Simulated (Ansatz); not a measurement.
Structures of equal composition on the (111) surface of fcc Au: one row in 3 of the top plane missing; (√3x√3)R30°, one Au site of the top plane empty. The slabs share one bottom face, and each structure is named by its start. These are constructed structures in small cells; real faces may alloy, dewet or reconstruct in larger ones, and not all known structures of the face are among them. Slabs of about 12 Å with all that they carry, Fermi-Dirac smearing of 0.1 eV. Bottom of the slabs: a bare face, its two planes held. Relaxed from the named starts with such symmetry as they have, on meshes of like density; energies extrapolated to zero smearing; no spin-orbit coupling, no U. Spin-polarised runs, if any, are marked in brackets, and their order is one that fits the cell; the others ran without spin. The cells differ, so small differences also carry the error of unlike k-meshes.

Method: PBE (plane waves to 420 eV, PAW; Ansatz, a first-principles code).

Task: Order them by energy per 1x1 cell (lowest first) at the level PBE.

Result: one row in 3 of the top plane missing (0.00 eV), (√3x√3)R30°, one Au site of the top plane empty (0.05 eV)
